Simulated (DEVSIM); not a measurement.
# Ge p-i-n diode

Structure: Ge p-i-n diode, at 350 K.

| layer (left to right) | material | thickness (μm) | Nd (cm⁻³) | Na (cm⁻³) | τn (s) | τp (s) |
|---|---|---|---|---|---|---|
| 1 | Ge | 0.910 | - | 5.1e17 | 0.00094 | 0.00094 |
| 2 | Ge | 1.00 | 1.4e12 | - | 0.00094 | 0.00094 |
| 3 | Ge | 2.30 | 1.3e17 | - | 0.00094 | 0.00094 |

Left contact: ohmic. Right contact: ohmic. Voltage is applied to the left contact. Recombination: SRH at mid-gap, radiative, Auger. Mobility is μmin + (μ − μmin)/(1 + (N/Nref)^α).

The device is made up for the run: typed textbook-type constants, with dimensions and the other settings drawn at random. Values at 300 K; Nc and Nv go as T^1.5, mobilities as T to minus their exponent, the gap by Varshni's rule with the affinity fixed.

```tsv
parameter	Ge
gap (eV)	0.664
affinity (eV)	4
permittivity	16
Nc (cm⁻³)	1.04e19
Nv (cm⁻³)	6e18
μn (cm²/Vs)	3900
μp (cm²/Vs)	1900
μn,min	150
μp,min	100
Nref,n	2.6e17
Nref,p	4e17
αn	0.56
αp	0.6
T exponent of μn	1.66
T exponent of μp	2.33
B (cm³/s)	6.4e-14
Cn (cm⁶/s)	1e-31
Cp (cm⁶/s)	1e-31
Varshni α (eV/K)	0.000477
Varshni β (K)	235
```

DEVSIM, 1D drift-diffusion, Boltzmann statistics, complete ionisation; no tunnelling, impact ionisation, image-force lowering or self-heating.

Potential step across the device at zero bias: 0.424 V
Dark forward voltage at 1 A/cm²: 0.128 V
Dark forward voltage at 100 A/cm²: 0.267 V

Dark forward current:

(V (V), J (A/cm²)): (0.05, 0.063); (0.10, 0.39); (0.15, 2.1); (0.20, 11); (0.25, 58); (0.30, 280); (0.35, 1200); (0.40, 4300)
